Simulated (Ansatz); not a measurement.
**GaN: band gap against strain**

GaN (zinc blende, F-43m, 11.375 Å³/atom at rest) under an equal strain ε in the (111) plane with the normal axis free, as in a coherent film. r2SCAN in Ansatz, a plane-wave DFT program (PAW, default set), 500 eV, 13×13×13 Γ-centred mesh, Fermi-Dirac smearing 0.05 eV; ions are relaxed within the symmetry of each cell. Gaps are the smallest over the k-mesh and a band path, without spin-orbit coupling; in all rows the valence edge lies at Γ and the conduction edge at Γ.

Here s stands for strain and Eg for gap.

| strain (%) | gap (eV) |
|---|---|
| -2.50 | ? |
| -1.25 | 2.248 |
| -0.83 | 2.224 |
| -0.42 | 2.198 |
| 0.00 | 2.168 |

Q: Using a straight line, estimate the missing Eg at s = -2.50 from the other rows, showing the fit.

A: Means: s -0.62500, Eg 2.2095. About the means, the sum of products is -0.055330 and the sum of squares of s is 0.86530; the slope is their ratio. Least squares gives Eg = 2.1695 - 0.06394·s. Residuals (row less fit): -0.0014, 0.0014, 0.0016, -0.0015; standard error 0.0021 (degrees of freedom: 2). Over these rows the gap moves by -6.4 ± 0.2 eV per unit strain. At the withheld row, Eg = 2.1695 - 0.06394 × (-2.50) = 2.3294 eV. The calculation gives 2.297 eV, 0.0324 eV below the prediction (25.1 % of the range of Eg in the table). The row lies outside the fitted rows, so this is an extrapolation. From the scatter of the fitted rows alone, a prediction at this place has a standard error of 0.0049 eV, so the miss is 6.6 times that.

One order more, fitted to all 7 runs of the series, follows each within 0.001, so the miss is the next term of a smooth law. GaN is here a metastable form; wurtzite is the usual one. Rows are the converged runs of the series near zero and its far end; series whose fitted rows scatter by over a few per cent of the range, as at a crossing or softening among them, aren't shown in this form. Most that stay on the fit to the last digits aren't either.
